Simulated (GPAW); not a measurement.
# A short convergence ladder for WC (P-6m2, 2 atoms in the cell)

```
CELL_PARAMETERS angstrom
      1.46227    -2.53274     0.00000
      1.46227     2.53274     0.00000
      0.00000     0.00000     2.85420
ATOMIC_POSITIONS crystal
  W  0.00000 0.00000 0.00000
  C  0.33333 0.66667 0.50000
```

Base method: LDA (Perdew-Wang 92), GPAW PAW datasets LDA (gpaw-data 1.0.1) (plane waves; GPAW 25.7.0).

Base settings: mode = pw; ecut = 900 eV; xc = LDA; kpts = 6 6 5; mesh shift (steps) = 0 0 0; occupations.name = methfessel-paxton; occupations.width = 0.1 eV; occupations.order = 0; nbands = -6; convergence.density = 1e-05 e/electron.

**The force threshold of a relaxation**

On WC (P3m1, 2 atoms in the cell): one atom moved by 0.15 angstrom.

In this ladder: optimizer = BFGS.

The mesh stays at the base's, so the ladder's end is converged at best in this setting alone.

Only quantities that move along the ladder and can be compared are tabulated.

```tsv
fmax	free energy less the last step's (meV/atom)	largest force left (eV/Å)	relaxation steps
0.2 eV/Å	0.26	0.1071	2
0.05 eV/Å	0.00	0.0013	3
0.02 eV/Å	0.00	0.0013	3
0.005 eV/Å	0.00	0.0013	3
0.001 eV/Å	0.00	0.0007	4
```

Coarsest fmax that holds the largest force left within 0.02 eV/Å of the last step, with all finer ones: 0.05 eV/Å; the step before is off by 0.11 eV/Å.

Coarsest fmax that holds the free energy within 0.05 meV/atom of the last step, with all finer ones: 0.05 eV/Å; the step before is off by 0.26 meV/atom.

On the base run: the starting cell has typed, rounded lattice constants, without a prior relaxation at this level. Its lattice was rescaled by up to half a per cent. Spin polarisation is off. Without a gap this mesh is coarse (it stands for a supercell whose shortest vector is 14 Å).
